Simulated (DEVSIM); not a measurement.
System: Schottky contact on p-type GaSb, at 300 K.

Layer 1 from the left is GaSb, thickness (μm) 0.750, Na (cm⁻³) 8.3e15, τn (s) 6e-8, τp (s) 6e-8. Layer 2 from the left is GaSb, thickness (μm) 4.80, Na (cm⁻³) 1.3e18, τn (s) 6e-8, τp (s) 6e-8.

Left contact: Schottky, work function 4.206 eV, emission velocity 7.2e6 cm/s. Right contact: ohmic. Voltage is applied to the left contact. Recombination: SRH at mid-gap. Mobility is constant in doping.

This is a model device: material constants are rounded textbook-type values typed into the input, and sizes, dopings and lifetimes were drawn at random. Values at 300 K.

GaSb: gap (eV) 0.726, affinity (eV) 4.06, permittivity 15.7, Nc (cm⁻³) 2.1e17, Nv (cm⁻³) 1.8e19, μn (cm²/Vs) 5000, μp (cm²/Vs) 850.

Simulated with DEVSIM: 1D drift-diffusion, Boltzmann statistics, complete ionisation; no tunnelling, impact ionisation, image-force lowering or self-heating. Metal contacts follow the ideal Schottky-Mott rule: no Fermi-level pinning, no interface dipoles.

Dark forward current:

```csv
|V| (V),|J| (A/cm²)
0.05,0.01624
0.10,0.1250
0.15,0.8457
0.20,5.489
0.25,32.78
0.30,153.4
0.35,467.9
0.40,994.3
0.45,1790
0.50,3197
```

**Question.** Work out the local ideality factor n = ΔV / (kT/q · ln(J2/J1)) between the rows 0.15 and 0.20 V, 0.45 and 0.50 V.

**Answer.** kT/q = 25.85 mV. From 0.15 to 0.20 V: ln(5.489/0.8457) = 1.870, n = 1.03, near the 1 of diffusion or emission over a barrier. From 0.45 to 0.50 V: ln(3197/1790) = 0.580, n = 3.33.

**Question.** Estimate the current at 0.15 V for emission alone, J0 = q v N_band exp(−φB/kT), and read the barrier back from the simulated current.

**Answer.** φB = 0.580 eV, N_band = 1.80e19 cm⁻³, J0 = 0.00374 A/cm²; J = J0 (exp(qV/kT) − 1) = 1.24 A/cm². The simulation gives 0.846 A/cm²; the estimate lies 46 % above. Read backwards, the simulated current gives an apparent barrier of 0.590 eV. The estimate leaves out transport through the depletion region and minority injection.
